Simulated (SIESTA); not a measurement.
Band structure of YMg₃ (P6_3/mmc, 8 atoms in the cell).

```
YMg3
1.0
    6.68493     0.00000     0.00000
   -3.34246     5.78932     0.00000
    0.00000     0.00000     5.16703
Y Mg
2 6
Cartesian
  3.34247   1.92977   1.29176
  0.00000   3.85955   3.87527
  0.00000   1.88286   1.29176
  3.34247   3.90646   3.87527
  5.05433   0.94143   3.87527
 -1.71186   4.84789   1.29176
  1.71186   4.84789   1.29176
  1.63060   0.94143   3.87527
```

Method: GGA PBEsol, numerical atomic orbitals TZP, PseudoDojo PBEsol standard norm-conserving potentials (rewritten from UPF to PSML) run with SIESTA.

Settings: XC.functional = GGA; XC.authors = PBEsol; potentials = PseudoDojo PBEsol standard; PAO.BasisSize = TZP; PAO.EnergyShift = 0.01 Ry; MeshCutoff = 350 Ry; kgrid.MonkhorstPack = 4 4 5; OccupationFunction = MP; OccupationMPOrder = 0; ElectronicTemperature = 0.2 eV; MaxSCFIterations = 150; SCF.Mixer.Method = Pulay; SCF.Mixer.Weight = 0.1; SCF.Mixer.History = 8.

The starting cell comes from a database of computed structures (which also holds hypothetical and non-ambient phases and stackings), without a prior relaxation at this level. Values carry the incompleteness of an atom-centred basis.

Levels in eV from the Fermi level, bands 38 to 43:
```json
[
 {"point": "Γ", "38": "-1.44", "39": "-1.44", "40": "-0.61", "41": "0.05", "42": "0.43", "43": "0.43"},
 {"point": "M", "38": "-0.57", "39": "-0.54", "40": "-0.28", "41": "-0.10", "42": "0.26", "43": "0.41"},
 {"point": "K", "38": "-0.85", "39": "-0.65", "40": "0.08", "41": "0.08", "42": "0.11", "43": "0.11"},
 {"point": "A", "38": "-1.67", "39": "-0.52", "40": "-0.52", "41": "-0.42", "42": "-0.42", "43": "-0.42"},
 {"point": "L", "38": "-1.85", "39": "-1.42", "40": "-1.42", "41": "0.14", "42": "0.14", "43": "1.43"},
 {"point": "H", "38": "-3.08", "39": "-0.18", "40": "-0.18", "41": "-0.12", "42": "-0.12", "43": "1.02"}
]
```

Bands cross the Fermi level along this path, so the cell is metallic at this level.

Higher empty bands are left out: an atom-centred basis made for the valence describes them poorly.
